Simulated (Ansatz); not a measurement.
The reference is Sn (space group I4_1/amd, No. 141; a = 5.833 Å, c = 3.158 Å).

Level of theory: Ansatz (a program for electronic structure) PBEsol, without spin-orbit coupling.

Before the change:

| Quantity | Result |
|---|---|
| Volume per atom | 26.86 Å³ |

One thing is altered: hydrostatic tension (pressure −2 GPa).

Question: What does the calculation give for the volume per atom after the change?

Answer: The volume per atom grows by 1.09 Å³, from 26.86 Å³ to 27.95 Å³.

Load acts through the strain it causes; cell and atoms are relaxed under it. Stability against distortions was not tested.
